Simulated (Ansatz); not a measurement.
MgS under load (space group Fm-3m), PBEsol, rigid bands in Ansatz (a first-principles code). Condition of this run: hydrostatic pressure 5 GPa (the target of the relaxation). Band gap 2.84 eV, N_c = 1.71e19 cm⁻³ and N_v = 1.62e20 cm⁻³ at 300 K, conductivity masses of 0.357 mₑ (electrons) and 0.949 mₑ (holes). Take k_BT = 0.02585 eV.

Find the intrinsic carrier density and the intrinsic Fermi level.

n_i = √(N_c N_v) exp(−E_g/2k_BT) = 5.26e19 × exp(−54.93) = 7.4e-5 cm⁻³. The level lies (k_BT/2) ln(N_v/N_c) = 29 meV from mid-gap (positive towards the conduction band). Each 0.1 eV added to the gap lowers n_i by a factor of 6.9.

A film of it is 3 nm thick. Estimate the confinement energies in an infinite well.

ħ²π²/(2m t²) = 0.376 eV·nm²/(m/mₑ × t²) gives 117 meV for electrons and 44.0 meV for holes, so the gap would widen to about 3.00 eV. Finite barriers and nonparabolic bands lower this, and with several valleys or bands the heaviest mass along the normal sets the lowest level, not this average.

What thermal injection velocity √(2k_BT/πm) limits a ballistic channel?

9.00e6 cm/s for electrons and 5.52e6 cm/s for holes, a ratio of √(m_h/m_e) = 1.63, for dilute carriers.

Rigid bands with the computed gap; masses take one relaxation time for all states. Spin-orbit coupling is left out; where it splits the top of the valence band, N_v and the p-type Seebeck coefficient come out somewhat high without it.
